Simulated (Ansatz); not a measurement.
The parent structure is BeS in the zinc blende structure (space group F-43m, No. 216; a = 4.869 Å).

Level of theory: plane-wave PAW DFT at the r2SCAN level (Ansatz, a program for electronic structure, 500 eV), no spin-orbit coupling.

Base values:

| Item | Result |
|---|---|
| Pressure | 0.00 GPa |
| Band gap | 3.59 eV |

Perturbation: the cell is scaled by 0.9950 in all directions, atoms relaxed at fixed cell.

**Question.** How does this affect the pressure?

**Answer.** The pressure goes from zero to 1.51 GPa.

**Question.** Predict the new band gap.

**Answer.** The band gap drops by 0.03 eV to 3.56 eV.

The cells carry an imposed strain or load. Stability against distortions was not tested.
